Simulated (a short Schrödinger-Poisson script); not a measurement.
System: MOS inversion layer, SiO2 on p-type Si(100), at 400 K.

From the gate side: 3.1 nm SiO2; 1400 nm Si, acceptors 1e17 cm⁻³.

Constants are typed, rounded textbook-type inputs, not results; the design itself was drawn at random and stands for no fabricated device. SiO2: permittivity 3.9, conduction-band edge (eV) 3.15, gap (eV) 9, electron mass (mₑ) 0.5. Si: permittivity 11.7, conduction-band edge (eV) 0, gap (eV) 1.124, Nv at 300 K (cm⁻³) 3.1e19.

Channel valleys (confinement mass, in-plane density-of-states mass, number): Δ2 0.916, 0.19, 2; Δ4 0.19, 0.417, 4. At the gate the conduction-band edge of layer 1 lies 3.71 eV − eVg above the Fermi level of the channel; the field vanishes at the back. Gaps are held at their typed values at every temperature. Mesh 0.03 nm at interfaces.

Solved with a short Schrödinger-Poisson script written for these runs: 1D Poisson equation in equilibrium, electrons quantum, Hartree (BenDaniel-Duke, 12 states a valley, the channel's in-plane mass for all, wave functions free to enter the dielectric), parabolic valleys, classical holes, full ionisation, no traps, pinning or gate leakage.

```csv
Vg (V),electrons (cm⁻²),C (μF/cm²),Δ2 E0 (meV from the Fermi level),Δ4 E0 (meV from the Fermi level)
0.4,1.64e9,0.113,330.4,357.1
0.5,1.88e10,0.163,244.4,272.5
0.6,1.39e11,0.406,173.2,203.2
0.7,4.49e11,0.641,129.7,162.6
0.8,8.78e11,0.758,103.4,139.6
0.9,1.37e12,0.821,85.1,124.5
1,1.89e12,0.860,71.1,113.6
1.1,2.43e12,0.887,59.7,105.1
1.2,2.99e12,0.907,50.1,98.3
1.3,3.56e12,0.923,41.8,92.5
1.4,4.14e12,0.935,34.4,87.6
1.5,4.73e12,0.945,27.8,83.2
1.6,5.32e12,0.954,21.7,79.4
1.7,5.92e12,0.961,16.1,75.9
1.8,6.52e12,0.967,10.9,72.7
1.9,7.12e12,0.973,6.0,69.7
2,7.73e12,0.978,1.4,67.0
2.1,8.34e12,0.982,-2.9,64.5
2.2,8.96e12,0.986,-7.1,62.1
```

Gate voltages with under 1e9 electrons/cm² are left out.

Q: At Vg = 2.2 V the lowest Δ2 subband lies at -7.1 meV from the Fermi level. How many electrons does it hold, and what share of all?

A: The two-dimensional density of states is g m/(πħ²) = 1.59e11 cm⁻² meV⁻¹ (both spins), kT = 34.5 meV, so n = D kT ln(1 + exp(−E/kT)) = 4.38e12 cm⁻², 0.49 of the 8.96e12 cm⁻² in all.

Q: Compare the slope of the sheet density between 2 and 2.2 V with the geometric capacitance of the layers between gate and channel.

A: q Δn/ΔV = 0.985 μF/cm²; ε0/Σ(t/ε) = 1.11 μF/cm². The ratio is 0.88: the channel acts as a further capacitance in series.
